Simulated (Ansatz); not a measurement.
The starting structures come from a database of crystals and need not be the phases stable at ambient conditions.

By PBEsol, the system below comes out a metal.

Without scattering a metal conducts by its projected Fermi surface.

Given:

```xyz
8
Lattice="3.8016 0.0000 0.0000 -1.9008 3.2923 0.0000 0.0000 0.0000 13.0801" Properties=species:S:1:pos:R:3 pbc="T T T"
Hf     1.9008     1.0974    11.7425
Hf     0.0000     2.1949     1.3376
Hf     0.0000     2.1949     5.2025
Hf     1.9008     1.0974     7.8776
Sb     0.0000     2.1949     9.8101
Sb     1.9008     1.0974     3.2700
P      0.0000     0.0000     0.0000
P      0.0000     0.0000     6.5400
```

Space group of this cell: P6_3/mmc. The cell is taken as given; by PBEsol its mean pressure is -2.8 GPa.

The current flows along the normal of the first two printed cell vectors, the (001) plane of the conventional cell. No spin-orbit coupling; the value is a mean over 0.1 eV about the Fermi level.

### Question
Give the ballistic conductance per area that Ansatz (a first-principles code) with PBEsol yields.

### Answer
0.16 × 10¹⁵ S/m² for both spins.
